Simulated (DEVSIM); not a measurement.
Device: TaN/SiO2/p-Ge capacitor, at 300 K.

Layer 1 from the left is SiO2, thickness (nm) 2.90. Layer 2 from the left is Ge, thickness (nm) 3300, Na (cm⁻³) 3.3e16.

Metal gate on the left, work function 4.4 eV. Fixed charge at the semiconductor interface 7.8e10 cm⁻² (in units of +e); no interface traps.

Constants are typed, rounded textbook-type inputs, not results; the design itself was drawn at random and stands for no fabricated device. Values at 300 K.

SiO2: gap (eV) 9, affinity (eV) 0.9, permittivity 3.9. Ge: gap (eV) 0.664, affinity (eV) 4, permittivity 16, Nc (cm⁻³) 1.04e19, Nv (cm⁻³) 6e18.

Estimate by hand the flat-band voltage, the threshold voltage, and compare with a numerical solution.


- Flat-band voltage: C = 1.19 μF/cm², work-function difference -0.129 V; VFB = φms − qNf/C = -0.14 V; numerical -0.14 V.
- Threshold voltage: φF = 0.190 V, depletion charge √(4εqNφF) = 7.55e-8 C/cm²; VT = VFB + 2φF + Qd/C = 0.30 V; numerical 0.30 V.

DEVSIM, 1D Poisson equation in equilibrium, Boltzmann statistics, complete ionisation; no quantum confinement or tunnelling. Metal contacts follow the ideal Schottky-Mott rule: no Fermi-level pinning, no interface dipoles.
